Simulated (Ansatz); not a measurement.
Start from SnO in the litharge type structure (space group P4/nmm, No. 129; layered, stacked along the Cartesian z axis).

```
CELL_PARAMETERS angstrom
      3.77006     0.00000     0.00000
      0.00000     3.77006     0.00000
      0.00000     0.00000     4.55986
ATOMIC_POSITIONS crystal
  Sn 0.50000 0.00000 0.25348
  Sn 0.00000 0.50000 0.74652
  O  0.00000 0.00000 0.00000
  O  0.50000 0.50000 0.00000
```

Level of theory: PBEsol-D3(BJ) (Ansatz, a quantum-chemistry and plane-wave program, PAW, no spin-orbit coupling).

For the base:

```
Item             Value
-------------  -------
Pressure       0.0 GPa
Band gap          zero
Gap character   absent
```

One thing is altered: the cell is scaled by 1.0454 in all directions; the atoms relax in the strained cell.

Question: How does this affect the largest internal atomic displacement?

Answer: The largest internal atomic displacement is 0.099 Å.

Question: Estimate the effect on the energy relative to the base.

Answer: The energy rises by 47 meV/atom.

Question: Estimate the effect on the pressure.

Answer: The pressure (mean of the normal stresses, compression positive) goes from zero to -5.9 GPa.

Question: What does the calculation give for the band gap after the change?

Answer: The band gap goes from zero to 0.54 eV.

Question: Estimate the effect on the gap character.

Answer: The gap character goes from absent to indirect, M–Γ (73 % along) → M.

Whether these cells are dynamically stable was not tested. All final runs are without spin polarisation. A zero or small gap of SnO can be the functional's error rather than a property of the material.
